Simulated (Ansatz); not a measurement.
**InSb: biaxial strain +0.83 %, plane normal [111], relaxed out of plane**

Take InSb in the zinc blende structure (space group F-43m, No. 216; a = 6.519 Å) as the base. Axes: x, y, z lie along the cube axes.

The change: biaxial strain +0.83 %, plane normal [111], relaxed out of plane (Cartesian); in-plane vectors clamped, the third vector and the atoms free.

Level of theory: PBEsol (Ansatz, a first-principles code, PAW, scalar-relativistic without spin-orbit coupling). Settings: 12×12×12 k-points, 0.05 eV Fermi–Dirac smearing.

The volume per atom goes up by 0.40 Å³ (34.63 Å³ → 35.03 Å³) and the shortest interatomic distance increases by 0.003 Å to 2.826 Å. The energy increases by 1.3 meV/atom and the pressure (mean of the normal stresses, compression positive) goes from zero to -0.5 GPa. The band gap is still zero and the valley order (the lowest conduction-band minima on the path, energy above the VBM, named in the base's zone) comes out as Γ 0.03 eV; L along [111] 0.29 eV; L along [1-1-1] 0.43 eV; a point along [001], about 0.8 Å⁻¹ from Γ 1.15 eV. The out-of-plane strain comes out as -0.50 % (rough) and the mean in-plane stress (compression positive) comes out as -0.7 GPa (rough).

Cost of the whole job for the changed cell (relaxation, final SCF and bands): about 70 core-seconds (a rough figure).

Without a gap, meshes like the base's 12×12×12 leave anisotropic stresses uncertain by several tenths of a GPa, and small strain energies with them. Spin-orbit coupling, missing from the scalar runs, can matter with Sb. No phonon test of stability was made. All final runs are without spin polarisation. Gaps under 0.05 eV, about the width of the smearing, are given as zero. The zero or small gap of InSb can change with the level of theory.
